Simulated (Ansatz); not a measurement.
System: SrHfN₂ (R-3m, No. 166, 4 atoms in the cell; start mp-9383). Method: r²SCAN (Ansatz, a program for electronic structure, PAW).

Numerical settings: plane-wave cutoff 600 eV, 12×12×12 k mesh, scalar-relativistic PAW data made under PBE.

Computed at the level's own relaxed cell.

Elastic tensor (GPa, Voigt notation, ions relaxed):

```
  339.8    83.4    73.1    11.9     0.0     0.0
   83.4   339.8    73.1   -11.9     0.0     0.0
   73.1    73.1   369.1     0.0     0.0     0.0
   11.9   -11.9     0.0   110.4     0.0     0.0
    0.0     0.0     0.0     0.0   110.4    11.9
    0.0     0.0     0.0     0.0    11.9   128.2
```

Work out the Voigt, Reuss and Hill averages of the bulk and shear moduli, Young's modulus and Poisson's ratio from the printed constants.

K_V = [C11 + C22 + C33 + 2(C12 + C13 + C23)]/9 = [1048.7 + 2 × 229.6]/9 = 167.5 GPa. G_V = [1048.7 − 229.6 + 3 × 349.0]/15 = 124.4 GPa. From the compliances S = C⁻¹, K_R = 167.5 and G_R = 122.1 GPa. Hill means: K = 167.5, G = 123.2 GPa. E = 9KG/(3K + G) = 297 GPa, ν = (3K − 2G)/(6K + 2G) = 0.20, K/G = 1.36.

Note: the relaxation could not lower the start's symmetry, so the cell can be a saddle point above a distorted one.

Spin–orbit coupling is not included.

A start named mp-… is a Materials Project structure, which need not be a measured phase.
